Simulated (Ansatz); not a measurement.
Base system: PbF$_{2}$ in the anatase structure (space group I4_1/amd, No. 141; a = 4.722 Å, c = 13.053 Å; a hypothetical phase, not in the database extracts checked). Axes: x, y, z lie along a, b, c of the conventional cell.

Level of theory: Ansatz (an electronic-structure program), PBE, PAW, cutoff 420 eV, no spin-orbit coupling.

The change: an isotropic linear strain of −0.88 %, atoms relaxed at fixed cell.

Task: Predict the stress tensor and what it implies for the stiffness.

Result: Stress of the strained cell less that of the base (GPa, compression positive):
```
   1.29    0.00    0.00
   0.00    1.29    0.00
   0.00    0.00    1.24
```

Then B = −ΔP/(ΔV/V₀) with ΔV/V₀ = -0.0262 gives secant stiffness values (nonlinear terms included at this strain): B (at held cell shape, above the free-shape value) ≈ 49 GPa.

Whether these cells are dynamically stable was not tested.
